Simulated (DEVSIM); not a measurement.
System: Al/Al2O3/n-Si capacitor, at 300 K.

| layer (left to right) | material | thickness (nm) | Nd (cm⁻³) |
|---|---|---|---|
| 1 | Al2O3 | 14.0 | - |
| 2 | Si | 7900 | 1.1e16 |

Metal gate on the left, work function 4.1 eV. Fixed charge at the semiconductor interface 0 cm⁻² (in units of +e); no interface traps.

This is a model device: material constants are rounded textbook-type values typed into the input, and sizes, dopings and lifetimes were drawn at random. Values at 300 K.

| parameter | Al2O3 | Si |
|---|---|---|
| gap (eV) | 6.8 | 1.124 |
| affinity (eV) | 1.35 | 4.05 |
| permittivity | 9 | 11.7 |
| Nc (cm⁻³) | - | 2.86e19 |
| Nv (cm⁻³) | - | 3.1e19 |

Simulated with DEVSIM: 1D Poisson equation in equilibrium, Boltzmann statistics, complete ionisation; no quantum confinement or tunnelling. Metal contacts follow the ideal Schottky-Mott rule: no Fermi-level pinning, no interface dipoles.

Q: Tabulate band edges, carrier densities and field at -0.7 V on the gate.

A: Energies count from the Fermi level of the right contact; mesh points crowd at the junctions.

| x (μm) | Ec (eV) | Ev (eV) | n (cm⁻³) | p (cm⁻³) | field (V/cm) |
|---|---|---|---|---|---|
| 0.000 | 3.450 | -3.350 | < 1e2 | < 1e2 | -51000 |
| 0.001512 | 3.442 | -3.358 | < 1e2 | < 1e2 | -51000 |
| 0.004831 | 3.425 | -3.375 | < 1e2 | < 1e2 | -51000 |
| 0.009895 | 3.400 | -3.400 | < 1e2 | < 1e2 | -51000 |
| 0.01340 | 3.382 | -3.418 | < 1e2 | < 1e2 | -51000 |
| 0.01464 | 0.676 | -0.448 | 1.2e8 | 9.3e11 | -39000 |
| 0.01719 | 0.666 | -0.458 | 1.8e8 | 6.4e11 | -39000 |
| 0.02758 | 0.627 | -0.497 | 8.3e8 | 1.4e11 | -37000 |
| 0.04842 | 0.554 | -0.570 | 1.4e10 | 8.3e9 | -33000 |
| 0.1017 | 0.401 | -0.723 | 5.2e12 | 2.2e7 | -24000 |
| 0.2273 | 0.226 | -0.898 | 4.6e15 | 25000 | -5100 |
| 0.7150 | 0.203 | -0.921 | 1.1e16 | 11000 | ≈ 0 |
| 1.766 | 0.203 | -0.921 | 1.1e16 | 11000 | ≈ 0 |
| 4.223 | 0.203 | -0.921 | 1.1e16 | 11000 | ≈ 0 |
| 6.788 | 0.203 | -0.921 | 1.1e16 | 11000 | ≈ 0 |
| 7.464 | 0.203 | -0.921 | 1.1e16 | 11000 | ≈ 0 |
| 7.728 | 0.203 | -0.921 | 1.1e16 | 11000 | ≈ 0 |
| 7.840 | 0.203 | -0.921 | 1.1e16 | 11000 | ≈ 0 |
| 7.892 | 0.203 | -0.921 | 1.1e16 | 11000 | ≈ 0 |
| 7.906 | 0.203 | -0.921 | 1.1e16 | 11000 | ≈ 0 |
| 7.911 | 0.203 | -0.921 | 1.1e16 | 11000 | ≈ 0 |
| 7.914 | 0.203 | -0.921 | 1.1e16 | 11000 | ≈ 0 |
